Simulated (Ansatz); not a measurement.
Here is the system:

```xyz
14
Lattice="0.0000 4.5021 4.5021 4.5021 0.0000 4.5021 4.5021 4.5021 0.0000" Properties=species:S:1:pos:R:3 pbc="T T T"
Hf     3.3766     3.3766     5.6277
Hf     3.3766     5.6277     3.3766
Hf     5.6277     5.6277     5.6277
Hf     5.6277     3.3766     3.3766
Hf     2.2511     2.2511     2.2511
Hf     0.0000     0.0000     0.0000
N      5.6973     5.6973     7.8091
N      5.5580     3.4463     5.5580
N      7.8091     7.8091     7.8091
N      3.4463     5.5580     5.5580
N      5.6973     7.8091     5.6973
N      5.5580     5.5580     3.4463
N      7.8091     5.6973     5.6973
N      3.4463     3.4463     3.4463
```

Method: r2SCAN, rigid bands (plane waves, PAW, scalar-relativistic; Ansatz, a first-principles code). Condition of this run: functional r2SCAN on the same cell. How the cell was made: cell and atoms relaxed with PBEsol.

### Question
What conductivity effective mass do dilute electrons have at 300 K?

### Answer
0.33 mₑ.

### Question
Predict the hole conductivity mass (n e² τ/σ) at 300 K, by direction if it differs.

### Answer
0.71 mₑ.

### Question
And the band gap?

### Answer
1.27 eV at this level; semilocal functionals usually fall short of the measured gap.

Rigid bands, one relaxation time for all states, no polarons. Spin-orbit coupling is left out; where it splits the top of the valence band it changes the hole mass and lowers the gap by about a third of the splitting. Geometry: cell and atoms relaxed with PBEsol.

Computed structure with no diffraction record at hand here (it may be known, metastable or hypothetical): Hf3N4 (Fd-3m).
